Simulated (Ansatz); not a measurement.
Given:

```
CELL_PARAMETERS angstrom
      0.00000     2.48286     2.48286
      2.48286     0.00000     2.48286
      2.48286     2.48286     0.00000
ATOMIC_POSITIONS crystal
  Pb 0.00000 0.00000 0.00000
```

No spin polarisation.

Level of theory: Ansatz (a first-principles code), PBEsol, PAW, cutoff 420 eV, scalar-relativistic without spin-orbit coupling. k-mesh 23×23×23 (Γ-centred); smearing 0.1 eV (Fermi–Dirac).

Q: Predict the space group and pressure.

A: 
```json
{
  "space_group": "Fm-3m (No. 225)",
  "pressure": "-0.9 GPa"
}
```

The cells carry an imposed strain or load. No phonon test of stability was made. The cell was made from Pb in the fcc (Cu type) structure (space group Fm-3m, No. 225) by this change: isotropic strain +0.64 %.
